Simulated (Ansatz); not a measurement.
The reference is CdGeAs2 in the chalcopyrite structure (space group I-42d, No. 122).

```
CELL_PARAMETERS angstrom
     -3.02384     3.02384     5.74418
      3.02384    -3.02384     5.74418
      3.02384     3.02384    -5.74418
ATOMIC_POSITIONS crystal
  Cd 0.00000 0.00000 0.00000
  Cd 0.75000 0.25000 0.50000
  Ge 0.50000 0.50000 0.00000
  Ge 0.25000 0.75000 0.50000
  As 0.87500 0.84828 0.47328
  As 0.15172 0.62500 0.02672
  As 0.37500 0.40172 0.52672
  As 0.59828 0.12500 0.97328
```

Cartesian axes are those of the cell as printed.

All numbers come from PBE/PAW in Ansatz (a program for electronic structure), no spin-orbit coupling.

Before the change:

The pressure is -0.01 GPa. The shortest interatomic distance comes out as 4.695 bohr.

Perturbation: uniaxial strain ε_zz = −3.00 %, all other strain components held at zero; the atoms relax in the strained cell.

Q: Estimate the effect on the pressure.

A: The pressure (mean of the normal stresses, compression positive) grows by 1.653 GPa (-0.01 GPa → 1.65 GPa).

Q: What does the calculation give for the energy relative to the base after the change?

A: The energy goes up by 5.4 meV/atom.

Q: Estimate the effect on the shortest interatomic distance.

A: The shortest interatomic distance falls by 0.049 bohr, from 4.695 bohr to 4.646 bohr.

No phonon test of stability was made.
